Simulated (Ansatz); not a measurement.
Consider AlRu in the CsCl type structure (space group Pm-3m, No. 221; relaxed with 0.1 eV smearing).

```
CELL_PARAMETERS angstrom
      3.00482     0.00000     0.00000
      0.00000     3.00482     0.00000
      0.00000     0.00000     3.00482
ATOMIC_POSITIONS crystal
  Al 0.50000 0.50000 0.50000
  Ru 0.00000 0.00000 0.00000
```

Cartesian axes are those of the cell as printed.

Level of theory: Kohn–Sham DFT with the PBE functional, run in Ansatz (a quantum-chemistry and plane-wave program) with PAW and 420 eV plane waves, no spin-orbit coupling.

One thing is altered: every lattice vector is shortened by 1.50 %; the atoms relax in the strained cell.

Question: Predict the stress tensor and what it implies for the stiffness.

Answer: Stress of the strained cell less that of the base (GPa, compression positive):
```
   10.2     0.0     0.0
    0.0    10.2     0.0
    0.0     0.0    10.2
```

Then B = −ΔP/(ΔV/V₀) with ΔV/V₀ = -0.0443 gives secant stiffness values (nonlinear terms included at this strain): B ≈ 229 GPa.

As a check, the harmonic strain energy −½ V₀ Δσ:ε is 19 meV/atom; the computed energy rise is 18 meV/atom.

Whether these cells are dynamically stable was not tested. The final runs are not spin-polarised.
